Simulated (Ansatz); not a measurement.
The reference is PtS (space group P4_2/mmc, No. 131).

```xyz
4
Lattice="3.4751 0.0000 0.0000 0.0000 3.4751 0.0000 0.0000 0.0000 6.0673" Properties=species:S:1:pos:R:3 pbc="T T T"
Pt     0.0000     1.7376     0.0000
Pt     1.7376     0.0000     3.0336
S      0.0000     0.0000     1.5168
S      0.0000     0.0000     4.5505
```

Cartesian axes are those of the cell as printed.

All numbers come from PBEsol/PAW in Ansatz (a first-principles code), scalar-relativistic without spin-orbit coupling.

For the base:

| Item | Value |
|---|---|
| Pressure | -0.01 GPa |
| Band gap | 0.52 eV |

The change: biaxial strain −0.60 %, plane normal [001], relaxed out of plane (Cartesian); in-plane vectors clamped, the third vector and the atoms free.

Question: What happens to the pressure and band gap?

Answer: The pressure (mean of the normal stresses, compression positive) grows by 0.633 GPa, from -0.01 GPa to 0.63 GPa; the band gap drops by 0.017 eV to 0.51 eV.

Spin-orbit coupling, missing from the scalar runs, can matter with Pt. Stability against distortions was not tested.
